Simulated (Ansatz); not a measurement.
Consider interstitial Mg in monoclinic HfO2, charge state +2. The step: a concerted move, in which Mg travels most; the atom moves 3.47 Å along (0.00, 0.42, -0.50) of the unit cell; the moving atom starts with neighbours O at 1.91, O at 1.95, 2 O at 2.03, O at 2.12 Å and ends with O at 1.91, O at 1.94, 2 O at 2.03, O at 2.12 Å. DFT values are from Ansatz (plane-wave PAW, 420 eV unless said) in a cell of 96 host sites, spin-restricted, static, with no finite-size correction. The charge state is imposed; whether it is stable for some Fermi level was not computed. Sites that were not tried may lie lower. For the PBE band: the program found a first-order saddle point.

| Level | Forward barrier (eV) | Cost of the band or of the saddle's single point |
|---|---|---|
| CHGNet universal potential (has no charge state), its own band | 2.09 | - |
| PBE, the Γ point alone, band relaxed | 2.63 | roughly 110 core-minutes |
| PBE, a 2×2×2 k-point mesh shifted by half a step, same geometries | 2.64 | very roughly 14 core-minutes |
| r2SCAN at 500 eV, the Γ point alone, same geometries | 2.61 | roughly 2.7 core-minutes |

Ansatz is an electronic-structure program.
